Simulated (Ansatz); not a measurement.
## Convergence study of shifted k-point meshes for Nb (Im-3m, 1 atom in the cell)

```yaml
crystal:
  lattice:
    - [-1.65825, 1.65825, 1.65825]
    - [1.65825, -1.65825, 1.65825]
    - [1.65825, 1.65825, -1.65825]
  atoms:
    - { symbol: Nb, position: [0.00000, 0.00000, 0.00000] }
```

Method of the run: PBE (plane waves, PAW; Ansatz, a program for electronic structure).

Base settings: basis.ecutwfc = 30.9 Ry; kpoints.mp_grid.grid = 14 14 14; hamiltonian.xc = pbe; hamiltonian.pseudopotentials = {kind: paw} (the program's default PAW files); scf.occupations.method = fermi_dirac; scf.occupations.width = 0.0073 Ry.

In this ladder: kpoints.mp_grid.shift = 0.5 0.5 0.5.

Only quantities that move along the ladder and can be compared are tabulated.

The count of work is k-points × plane waves × bands × iterations; it is no time. 

The starting cell has typed, rounded lattice constants, without a prior relaxation at this level. Its lattice was rescaled by up to half a per cent. Spin polarisation is off. Ansatz's pressure includes its estimate of the finite-basis (Pulay) stress.

| kpoints.mp_grid.grid | free energy less the last step's (meV/atom) | pressure (GPa) | count of work / last |
|---|---|---|---|
| 2 2 2 | 2200.99 | 31.21 | 0.00082 |
| 3 3 3 | 430.58 | 13.12 | 0.0016 |
| 4 4 4 | -109.43 | -3.48 | 0.0025 |
| 5 5 5 | -38.09 | -2.87 | 0.0041 |
| 6 6 6 | -34.59 | 0.01 | 0.0057 |
| 7 7 7 | 15.01 | -0.34 | 0.0082 |
| 8 8 8 | 25.25 | -0.82 | 0.011 |
| 9 9 9 | -0.10 | -0.59 | 0.014 |
| 10 10 10 | -14.06 | -1.07 | 0.018 |
| 11 11 11 | -3.27 | -1.01 | 0.023 |
| 12 12 12 | 6.90 | -0.46 | 0.028 |
| 13 13 13 | 2.02 | -0.55 | 0.034 |
| 15 15 15 | -0.53 | -0.91 | 0.049 |
| 16 16 16 | 0.00 | -0.63 | 0.057 |
| 18 18 18 | 0.54 | -0.84 | 0.078 |
| 20 20 20 | -0.48 | -0.74 | 0.10 |
| 22 22 22 | 0.33 | -0.78 | 0.13 |
| 24 24 24 | -0.16 | -0.77 | 0.17 |
| 27 27 27 | 0.02 | -0.75 | 0.23 |
| 30 30 30 | 0.00 | -0.77 | 0.30 |
| 33 33 33 | 0.04 | -0.77 | 0.40 |
| 37 37 37 | 0.01 | -0.77 | 0.54 |
| 41 41 41 | 0.00 | -0.77 | 0.72 |
| 46 46 46 | 0.00 | -0.77 | 1.0 |

Coarsest kpoints.mp_grid.grid that holds the free energy within 5 meV/atom of the last step, with all finer ones: 13 13 13, at 0.034 of the last step's count of work; the step before is off by 6.9 meV/atom.

Coarsest kpoints.mp_grid.grid that holds the pressure within 0.5 GPa of the last step, with all finer ones: 7 7 7, at 0.0082 of the last step's count of work; the step before is off by 0.79 GPa.

Keys are those of Ansatz 0.2.
